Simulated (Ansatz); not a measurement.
Input and output of a self-consistent single point for CaAu₂Ge₂ (I4/mmm, 5 atoms in the cell) (Ansatz, a first-principles code).

Method of the run: LDA (PW92), default PAW files made with PBE (plane waves; Ansatz).

```
CELL_PARAMETERS angstrom
     -2.19595     2.19595     5.07101
      2.19595    -2.19595     5.07101
      2.19595     2.19595    -5.07101
ATOMIC_POSITIONS crystal
  Ca 0.00000 0.00000 0.00000
  Au 0.75000 0.25000 0.50000
  Au 0.25000 0.75000 0.50000
  Ge 0.37900 0.37900 0.00000
  Ge 0.62100 0.62100 0.00000
```

Reference input (self-consistent single point, DFT, LDA (PW92), plane waves, default PAW files made with PBE): basis.ecutwfc = 30.9 Ry; kpoints.mp_grid.grid = 11 11 11; kpoints.mp_grid.shift = 0.5 0.5 0.5; hamiltonian.xc = lda; hamiltonian.pseudopotentials = {kind: paw} (the program's default PAW files); scf.occupations.method = cold; scf.occupations.width = 0.0037 Ry. This run's input differs from it in these lines:

Ansatz 0.2 input:
```diff
@@ -12,3 +12,3 @@
 basis:
-  ecutwfc: 30.9 Ry
+  ecutwfc: 40.1 Ry
 kpoints:
```

Output, abridged:

```
SCF iter   1: F=—  HF=-35936.434314 eV  |F-HF|=—  |Δ(HF+E_count)|=         —  Δρ=5.66e-3  dr2=1.55e-2  ethr=1.77e-3  ⟨swp⟩=6.9  Hψ=23045  notcnv=0  defer=33
all-band conjugate gradients solve this SCF's bands
preconditioner: auto → Kerker (q_TF=auto, 2.616 Å⁻¹)
SCF iter   2: F=—  HF=-35936.431613 eV  |F-HF|=—  |Δ(HF+E_count)|=   2.70e-3  S|Δr|=    0.00e0  Δρ=2.88e-3  dr2=4.34e-3  ethr=2.04e-5  ⟨swp⟩=2.0  Hψ=10789  notcnv=0  defer=327
   [... lines left out ...]
SCF iter   6: F=—  HF=-35936.430487 eV  |F-HF|=—  |Δ(HF+E_count)|=   1.38e-4  S|Δr|=    0.00e0  Δρ=2.60e-5  dr2=1.37e-6  ethr=1.48e-8  ⟨swp⟩=2.0  Hψ=9096  notcnv=0  defer=327
SCF iter   7: F=—  HF=-35936.430487 eV  |F-HF|=—  |Δ(HF+E_count)|=   4.36e-7  S|Δr|=    0.00e0  Δρ=1.09e-5  dr2=1.88e-7  ethr=1.80e-9  ⟨swp⟩=2.0  Hψ=9095  notcnv=0  defer=327
SCF iter   8: F=-35936.430487 eV  HF=-35936.430487 eV  |F-HF|=1.10e-8  |Δ(HF+E_count)|=   4.33e-8  S|Δr|=    0.00e0  Δρ=3.70e-6  dr2=2.11e-8  ethr=1.32e-10  ⟨swp⟩=8.7  Hψ=23573  notcnv=0
SCF 1 converged in 8 iterations: F = -35936.430487 eV  dr2 = 2.11e-8
Stability not checked (fill_not_monotonic)
Free energy (F): -35936.430487 eV
Internal energy: -35936.430004 eV  (E = F + TS)
E sigma→0 (E₀):  -35936.430326 eV
Entropy (-TS):   -0.000482 eV (-0.096 meV/atom)
Fermi energy:    13.711728 eV
--- Forces (eV/Å), atoms counted from 1 ---
  atom   1  Ca     0.00000000    -0.00000000     0.00000000
  atom   2  Au     0.00000000     0.00000000     0.00000000
  atom   3  Au     0.00000000     0.00000000     0.00000000
  atom   4  Ge     0.00000000     0.00000000     0.37462502
  atom   5  Ge     0.00000000     0.00000000    -0.37462502
--- Stress (GPa, compression-positive) ---
        0.449994       0.000000       0.000000
        0.000000       0.449994      -0.000000
       -0.000000       0.000000      -0.840271
  P = ⅓ Tr σ = 0.0199 GPa (0.199 kbar)
  The stress holds the Pulay correction. Without it, at fixed plane waves, as pw.x and ABINIT print it: P = 0.0136 GPa
```

The run converged in 8 iterations. Against the reference run the free energy drops by 1.1 meV/atom, the pressure hardly changes (0.03 to 0.02 GPa) and the largest force stays at 0.375 eV/Å.

The starting cell comes from a database of published, mostly measured structures (it also holds non-ambient and calculated ones), without a prior relaxation at this level. Its lattice was rescaled by a random factor within 2.5 % of one. Ansatz's pressure includes its estimate of the finite-basis (Pulay) stress.

Cost on one core of a shared machine: roughly 50 s.
